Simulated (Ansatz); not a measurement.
The parent structure is Zr in the hcp (Mg type) structure (space group P6_3/mmc, No. 194; a = 3.185 Å, c = 5.117 Å).

Calculations: PBEsol (Ansatz, a program for electronic structure; PAW; 420 eV plane waves; spin-orbit coupling left out), earlier PAW set.

One change was made to it. Results:

| quantity | base | after |
|---|---|---|
| c/a ratio | 1.607 | 1.615 |
| volume per atom | 22.47 Å³ | 21.59 Å³ |

Name the change that was made.
A) pressure 60 GPa
B) pressure −1 GPa
C) pressure 4.2 GPa
D) pressure 18 GPa

C, pressure 4.2 GPa. For comparison, the volume per atom in the other runs: pressure 60 GPa gives 15.67 Å³; pressure −1 GPa gives 22.71 Å³; pressure 18 GPa gives 19.38 Å³.

Load acts through the strain it causes; cell and atoms are relaxed under it. Stability against distortions was not tested. The final runs are not spin-polarised. Measured, Zr leaves this structure (for the ω phase) near 3 GPa (temperature not stated; as listed in C. Cazorla, D. Alfè, M. J. Gillan, Physical Review B (2008)).
